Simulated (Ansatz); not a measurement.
This Ansatz (an electronic-structure program) input is the reference run, Si in the diamond structure (space group Fd-3m, No. 227), computed with Ansatz LDA, scalar-relativistic without spin-orbit coupling:

Ansatz 0.2 input:
```yaml
crystal:
  lattice:
    - [0, 2.7010478336, 2.7010478336]
    - [2.7010478336, 0, 2.7010478336]
    - [2.7010478336, 2.7010478336, 0]
  atoms:
    - { symbol: Si, position: [0, 0, 0] }
    - { symbol: Si, position: [0.25, 0.25, 0.25] }
basis: { ecutwfc: 420, ecutrho_ratio: 4, xc_grid: 2, fft_grid_basis: typed }
kpoints: { mp_grid: { grid: [11, 11, 11] } }
hamiltonian:
  xc: lda
  dispersion: none
  pseudopotentials: { kind: paw }
scf: { occupations: { method: fermi_dirac, width: 0.05 }, convergence: { dr2_threshold: 0.0000000002 } }
output: { forces: true, stress: true }
checkpoint: { write: state.ck, write_every: 1000 }
```

Question: Write the input for this change: the cell is scaled by 0.9900 in all directions, atoms relaxed at fixed cell.

Answer: 
Ansatz 0.2 input:
```yaml
crystal:
  lattice:
    - [0, 2.6740373553, 2.6740373553]
    - [2.6740373553, 0, 2.6740373553]
    - [2.6740373553, 2.6740373553, 0]
  atoms:
    - { symbol: Si, position: [0, 0, 0] }
    - { symbol: Si, position: [0.25, 0.25, 0.25] }
basis: { ecutwfc: 420, ecutrho_ratio: 4, xc_grid: 2, fft_grid_basis: typed }
kpoints: { mp_grid: { grid: [11, 11, 11] } }
hamiltonian:
  xc: lda
  dispersion: none
  pseudopotentials: { kind: paw }
scf: { occupations: { method: fermi_dirac, width: 0.05 }, convergence: { dr2_threshold: 0.0000000002 } }
relax: { f_tol: 0.005, max_steps: 50 }
output: { forces: true, stress: true }
checkpoint: { write: state.ck, write_every: 1000 }
```
This is the input that was run.

The cells carry an imposed strain or load. No phonon test of stability was made.
